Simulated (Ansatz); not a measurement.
Start from CdSe in the zinc blende structure (space group F-43m, No. 216; a = 6.1332 Å). Axes: x, y, z lie along the cube axes.

Level of theory: r2SCAN, PAW, 500 eV (Ansatz, an electronic-structure program; no SOC).

For the base:

```
Property             Value
-------------  -----------
Pressure          0.01 GPa
Band gap           1.04 eV
Gap character  direct at Γ
```

One thing is altered: compressive biaxial strain of 0.83 % in the plane normal to [111], as in epitaxy on a mismatched substrate; the out-of-plane cell vector and the atoms relax.

Q: What does the calculation give for the pressure, band gap, gap character and out-of-plane strain after the change?

A: The pressure (mean of the normal stresses, compression positive) increases by 0.47 GPa (0.01 GPa → 0.48 GPa); the band gap stays essentially unchanged (1.04 eV against 1.03 eV); the gap character is still direct at Γ; the out-of-plane strain comes out as +0.76 %.

Whether these cells are dynamically stable was not tested. k-point labels follow each cell's own Brillouin zone.
